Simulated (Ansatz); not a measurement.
Partial pair distribution functions of a relaxed model of amorphous Ti$_{20}$O$_{43}$Al$_{2}$, broadened by 0.06 Å; density 3.56 g/cm³. Calculation: PBE, scalar-relativistic without spin-orbit coupling (plane waves to 420 eV, PAW; Ansatz, a program for electronic structure).

Preparation: random packing, a CHGNet melt and quench, and a DFT relaxation. O atoms were pushed apart under 1.9 Å during the dynamics, to hinder bonds among them. The hot cell started wider than the set density and was brought back towards it in steps. It is the lowest in DFT energy of 2 quenches. It is a model cell: composition and starting density were chosen by hand, and all elements were melted together. No dispersion term was used. Its density started from a set value of 3.56 and ended at 3.56 g/cm³. Cooling (nominally 360 K/ps over its main leg) ran many orders faster than in experiment, which tends to leave more defects and strain. A cell of this size samples the disorder only roughly. The volume was held where the preparation left it, at a PBE pressure of 3.3 GPa. Stress components on the final sampling reach 4.7 GPa.

```tsv
r (Å)	g Ti-O	g O-Al	g Ti-Ti	g O-O
1.50	0.00	0.00	0.00	0.00
1.60	0.12	0.44	0.00	0.00
1.70	1.77	7.87	0.00	0.00
1.80	5.34	9.76	0.00	0.00
1.90	6.13	0.86	0.00	0.00
2.00	3.66	0.01	0.00	0.00
2.10	1.83	0.00	0.00	0.00
2.20	0.89	0.00	0.00	0.00
2.30	0.33	0.00	0.00	0.04
2.40	0.13	0.00	0.00	0.43
2.50	0.07	0.00	0.00	1.01
2.60	0.12	0.00	0.00	1.96
2.70	0.15	0.00	0.05	2.99
2.80	0.10	0.05	0.56	2.65
2.90	0.32	0.57	0.65	2.65
3.00	0.40	0.89	0.96	2.11
3.10	0.39	0.70	1.28	1.75
3.20	0.39	0.61	1.94	1.41
3.30	0.43	1.08	3.55	0.89
3.40	0.71	1.52	2.66	0.59
3.50	0.97	1.21	2.05	0.59
3.60	1.32	0.97	2.03	0.66
3.70	1.30	2.29	1.12	0.47
3.80	1.19	2.62	0.86	0.56
3.90	1.27	0.98	0.63	0.80
4.00	1.44	0.50	0.35	0.74
4.10	1.45	1.02	0.37	0.53
4.20	1.37	1.32	0.40	0.43
4.30	1.40	1.20	0.78	0.50
4.40	1.45	0.79	1.14	0.71
4.50	1.36	1.55	0.97	0.83
4.60	1.15	1.73	1.07	0.99
```

Within 2.46 Å each Ti has 5.10 O neighbours on average.
